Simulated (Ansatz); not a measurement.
**ZrC: uniaxial strain ε_zz = +1.00 %**

Consider ZrC in the rock salt structure (space group Fm-3m, No. 225; a = 4.6691 Å; relaxed with 0.1 eV smearing). Axes: x, y, z lie along the cube axes.

Perturbation: the cell is stretched by 1.00 % along z with no lateral relaxation; the atoms relax in the strained cell.

Level of theory: PBEsol/PAW in Ansatz (an electronic-structure program), no SOC. Γ-centred 21×21×21 mesh, Fermi–Dirac width 0.1 eV.

Space group: I4/mmm (No. 139) (base Fm-3m (No. 225))
Energy relative to the base (free energy F): +1.9 meV/atom
Pressure (mean of the normal stresses, compression positive): -2.3 GPa (base 0.0 GPa)
Band gap: zero (base zero)
Stress (xx, yy, zz, yz, xz, xy; compression positive): (-1.0, -1.0, -4.7, 0.0, 0.0, 0.0) GPa

Final structure:

```
ZrC
1.0
    0.00000     2.33454     2.35788
    2.33454     0.00000     2.35788
    2.33454     2.33454     0.00000
Zr C
1 1
Direct
  0.00000   0.00000   0.00000
  0.50000   0.50000   0.50000
```

No phonon test of stability was made. The final runs are not spin-polarised.
